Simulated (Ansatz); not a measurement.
**RbHgF3: Rb → Na**

The parent structure is RbHgF₃ in the cubic perovskite structure (space group Pm-3m, No. 221; a = 4.534 Å).

Perturbation: every Rb is replaced by Na, then cell and atoms are relaxed.

Level of theory: Ansatz (a program for electronic structure), PBEsol, PAW, cutoff 420 eV, no SOC. k-mesh 7×7×7 (Γ-centred); smearing 0.05 eV (Fermi–Dirac).

The density decreases by 0.97 g/cm³ (6.11 g/cm³ → 5.14 g/cm³) and the lattice parameter a shrinks by 0.042 Å (4.534 Å → 4.492 Å). The space group remains Pm-3m (No. 221) and the shortest interatomic distance shrinks by 0.021 Å, from 2.267 Å to 2.246 Å. The band gap drops by 0.22 eV, from 0.44 eV to 0.22 eV and the gap character goes from indirect, M → Γ to indirect, R → Γ. The smallest direct gap rises by 0.06 eV (2.94 eV → 3.00 eV) and the width of the top valence band goes up by 0.28 eV, from 2.50 eV to 2.78 eV. The electron mass becomes 0.35 mₑ (at Γ) (base: 0.34 mₑ (at Γ)).

With Hg present, leaving out spin-orbit coupling can change the band edges. Effective masses come from finite differences of ±0.01 Å⁻¹. No phonon test of stability was made. As relaxed here, NaHgF3 is a hypothetical phase, not in the database extracts checked. Many cubic perovskites are stable only at high temperature; tilts and polar distortions were not tested. The zero or small gap of NaHgF3 can change with the level of theory.
